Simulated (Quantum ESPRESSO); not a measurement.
A user runs Quantum ESPRESSO on ZrCu (P2_1/m, 4 atoms in the cell) and asks whether the run is sound. The aim is a self-consistent single point with DFT, PBEsol, plane waves, SSSP 1.1.2 efficiency (PBE) pseudopotentials.

Cell that was meant: a = 3.2422 Å, b = 4.1382 Å, c = 5.5096 Å, α = 90.00°, β = 105.91°, γ = 90.00°.

Part of the input:

```fortran
/
&system
   ibrav = -12,
   celldm(1) = 3.242189884,
   celldm(2) = 1.27636587665,
   celldm(3) = 1.69933307824,
   celldm(5) = -0.27413538530,
   nat = 4,
   ntyp = 2,
   ecutwfc = 50,
```

Output, abridged:

```
     G-vector sticks info
     --------------------
     sticks:   dense  smooth     PW     G-vecs:    dense   smooth      PW
   [... lines left out ...]
        k(    2) = (   0.0000000   0.0000000   0.1529769), wk =   0.0285714
        k(    3) = (   0.0000000   0.0000000  -0.3059538), wk =   0.0142857
   [... 42 lines left out ...]

     Dense  grid:     9619 G-vectors     FFT dimensions: (  24,  30,  36)

     Smooth grid:     3427 G-vectors     FFT dimensions: (  15,  20,  25)

     Initial potential from superposition of free atoms

     starting charge      59.9957, renormalised to      62.0000

     negative rho (up, down):  6.486E-02 0.000E+00
     Self-consistent Calculation

     iteration #  1     ecut=    50.00 Ry     beta= 0.30

     negative rho (up, down):  7.733E-02 0.000E+00

     total energy              =    -975.20823256 Ry
     estimated scf accuracy    <       0.68219675 Ry

     iteration #  2     ecut=    50.00 Ry     beta= 0.30

     negative rho (up, down):  8.712E-02 0.000E+00

     total energy              =    -975.31302662 Ry
     estimated scf accuracy    <       0.08336788 Ry

     iteration #  3     ecut=    50.00 Ry     beta= 0.30

     negative rho (up, down):  1.026E-01 0.000E+00

     total energy              =    -975.29688264 Ry
     estimated scf accuracy    <       0.03024452 Ry

   [... 8 blocks of this kind left out ...]

     iteration # 12     ecut=    50.00 Ry     beta= 0.30

     negative rho (up, down):  1.070E-01 0.000E+00

     total energy              =    -975.29881898 Ry
     estimated scf accuracy    <          1.3E-10 Ry

     iteration # 13     ecut=    50.00 Ry     beta= 0.30

     negative rho (up, down):  1.070E-01 0.000E+00
     End of self-consistent calculation

     the Fermi energy is   106.7388 ev

!    total energy              =    -975.29881898 Ry
     estimated scf accuracy    <          7.1E-12 Ry
     smearing contrib. (-TS)   =      -0.00016353 Ry
     internal energy E=F+TS    =    -975.29865546 Ry

     convergence has been achieved in  13 iterations

     negative rho (up, down):  1.070E-01 0.000E+00

     Forces acting on atoms (cartesian axes, Ry/au):

     atom    1 type  1   force =     0.12502867    0.00000000   -3.56970105
     atom    2 type  1   force =    -0.12502867    0.00000000    3.56970105
     atom    3 type  2   force =     0.07459952    0.00000000    1.75037361
     atom    4 type  2   force =    -0.07459952    0.00000000   -1.75037361

   [... lines left out ...]
     Total force =     5.626326     Total SCF correction =     0.000027
   [... lines left out ...]

     negative rho (up, down):  1.070E-01 0.000E+00
          total   stress  (Ry/bohr**3)                   (kbar)     P=   119894.87
   0.77797241   0.00000000  -0.00368069       114443.69        0.00     -541.45
   0.00000000   0.87160777   0.00000000            0.00   128217.93        0.00
  -0.00368069   0.00000000   0.79550606         -541.45        0.00   117022.98

   JOB DONE.
```

Question: Can these results be used? Check the input.

Answer: The run is not sound. The fault is this: cell lengths typed in angstrom where bohr is read. 1 bohr is 0.529 Å, so a mix-up scales every length by 1.89 or 0.529 and the volume by 6.75 or 0.148. To fix it, give the lengths in the unit that the key or card expects. The run converged in 13 iterations without an error; against the sound input the free energy rises by 100 eV/atom, the pressure goes from -6.37 to 11990 GPa and the largest force goes from 0.170 to 91.84 eV/Å.

The sound input it was made from differs as follows (other fixes are possible):
```diff
-   celldm(1) = 3.242189884,
-   celldm(2) = 1.27636587665,
-   celldm(3) = 1.69933307824,
-   celldm(5) = -0.27413538530,
+   celldm(1) = 6.126851144,
+   celldm(2) = 1.27636566642,
+   celldm(3) = 1.69933295143,
+   celldm(5) = -0.27413548764,
```

With that input, the run converged in 17 iterations: free energy E − TS -13671.3845 eV; Fermi level (on the code's own zero) 14.41 eV; pressure -6.37 GPa; largest force (vector length) 0.170 eV/Å (DFT, PBEsol, plane waves, SSSP 1.1.2 efficiency (PBE) pseudopotentials).

On the sound input: the starting cell comes from a database of computed structures (which also holds hypothetical and non-ambient phases and stackings), without a prior relaxation at this level. Spin polarisation is off. With a pressure of about -6 GPa the cell is away from its equilibrium volume at this level.
